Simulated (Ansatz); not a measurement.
Start from GaAs in the zinc blende structure (space group F-43m, No. 216; a = 5.6667 Å).

Calculations: Kohn–Sham DFT with the r2SCAN functional, run in Ansatz (a program for electronic structure) with PAW and 500 eV plane waves, spin-orbit coupling left out.

Before the change:

- Band gap: 0.96 eV
- Density: 5.28 g/cm³

Now apply this change: full substitution As → Ir, then cell and atoms are relaxed.

Tabulated Pauling electronegativity and covalent radius: As 2.18, 1.19 Å; Ir 2.20, 1.41 Å.

Problem. What does the calculation give for the band gap after the change?

Solution. The band gap changes from 0.96 eV to zero.

Problem. Estimate the effect on the density.

Solution. The density rises by 5.01 g/cm³, from 5.28 g/cm³ to 10.29 g/cm³.

With Ir present, leaving out spin-orbit coupling can change the band edges. Stability against distortions was not tested. As relaxed here, GaIr is a hypothetical phase, not in the database extracts checked. All final runs are without spin polarisation. Gaps under 0.05 eV, about the width of the smearing, are given as zero.
